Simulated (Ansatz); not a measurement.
Effect of uniaxial stress, 3 GPa compression along z on BaTiO3

The reference is BaTiO3 (space group P4mm, No. 99; a = 3.9728 Å, c = 4.1123 Å). Axes: x, y, z lie along a, b, c of the conventional cell.

Perturbation: uniaxial stress, 3 GPa compression along z; all other stress components relax to zero.

Method: r2SCAN (Ansatz, a first-principles code, PAW, scalar-relativistic without spin-orbit coupling), earlier PAW set. k-mesh 8×8×8 (Γ-centred); smearing 0.05 eV (Fermi–Dirac).

The volume per atom falls by 0.20 Å³ to 12.78 Å³ and the space group is still P4mm (No. 99). The shortest interatomic distance increases by 0.0266 Å to 1.848 Å and the energy goes up by 3.1 meV/atom. The band gap remains 2.23 eV and the gap character is still indirect, A → Γ. The smallest direct gap decreases by 0.19 eV to 2.51 eV and the width of the top valence band falls by 0.204 eV (1.30 eV → 1.09 eV). The strain response (xx, yy, zz) is (+0.62, +0.62, −2.76) % and the secant Young's modulus along z amounts to 110 GPa. The mean lateral Poisson ratio amounts to 0.22.

Semilocal Kohn–Sham gaps tend to fall short of experiment. Beyond what the load breaks, stability against distortions was not tested. All final runs are without spin polarisation.
